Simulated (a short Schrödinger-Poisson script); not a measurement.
Stack: MOS inversion layer, HfO2 on p-type Si(100), at 200 K.

From the gate side: 7.8 nm HfO2; 910 nm Si, acceptors 2.2e17 cm⁻³.

The device is made up for the run: typed textbook-type constants, with dimensions and the other settings drawn at random. HfO2: permittivity 22, conduction-band edge (eV) 1.55, gap (eV) 5.7, electron mass (mₑ) 0.2. Si: permittivity 11.7, conduction-band edge (eV) 0, gap (eV) 1.124, Nv at 300 K (cm⁻³) 3.1e19.

Channel valleys (confinement mass, in-plane density-of-states mass, number): Δ2 0.916, 0.19, 2; Δ4 0.19, 0.417, 4. At the gate the conduction-band edge of layer 1 lies 1.9 eV − eVg above the Fermi level of the channel; the field vanishes at the back. Gaps are held at their typed values at every temperature. Mesh 0.03 nm at interfaces.

From a short Schrödinger-Poisson script (our own, NumPy): 1D Poisson equation in equilibrium, electrons quantum, Hartree (BenDaniel-Duke, 12 states a valley, the channel's in-plane mass for all, wave functions ending at the dielectric), parabolic valleys, classical holes, full ionisation, no traps, pinning or gate leakage.

| Vg (V) | electrons (cm⁻²) | C (μF/cm²) | Δ2 E0 (meV from the Fermi level) | Δ4 E0 (meV from the Fermi level) |
|---|---|---|---|---|
| 0.4 | 2.31e9 | 0.148 | 127.0 | 174.4 |
| 0.45 | 2.94e10 | 0.335 | 82.9 | 131.2 |
| 0.5 | 1.95e11 | 0.937 | 49.6 | 99.4 |
| 0.55 | 5.46e11 | 1.35 | 30.6 | 82.6 |
| 0.6 | 9.93e11 | 1.54 | 18.9 | 73.3 |
| 0.65 | 1.49e12 | 1.64 | 10.3 | 67.2 |
| 0.7 | 2.01e12 | 1.71 | 3.5 | 62.8 |
| 0.75 | 2.55e12 | 1.75 | -2.4 | 59.3 |
| 0.8 | 3.10e12 | 1.79 | -7.6 | 56.5 |
| 0.85 | 3.66e12 | 1.82 | -12.3 | 54.1 |
| 0.9 | 4.23e12 | 1.84 | -16.7 | 51.9 |
| 0.95 | 4.81e12 | 1.86 | -20.9 | 50.0 |
| 1 | 5.39e12 | 1.87 | -24.8 | 48.2 |
| 1.05 | 5.97e12 | 1.89 | -28.6 | 46.5 |
| 1.1 | 6.56e12 | 1.90 | -32.4 | 45.0 |
| 1.15 | 7.16e12 | 1.91 | -36.0 | 43.5 |

Gate voltages with under 1e9 electrons/cm² are left out.

Q: At Vg = 1.15 V the lowest Δ2 subband lies at -36.0 meV from the Fermi level. How many electrons does it hold, and what share of all?

A: The two-dimensional density of states is g m/(πħ²) = 1.59e11 cm⁻² meV⁻¹ (both spins), kT = 17.2 meV, so n = D kT ln(1 + exp(−E/kT)) = 6.03e12 cm⁻², 0.84 of the 7.16e12 cm⁻² in all.

Q: Compare the slope of the sheet density between 1.05 and 1.15 V with the geometric capacitance of the layers between gate and channel.

A: q Δn/ΔV = 1.91 μF/cm²; ε0/Σ(t/ε) = 2.50 μF/cm². The ratio is 0.76: the channel acts as a further capacitance in series.
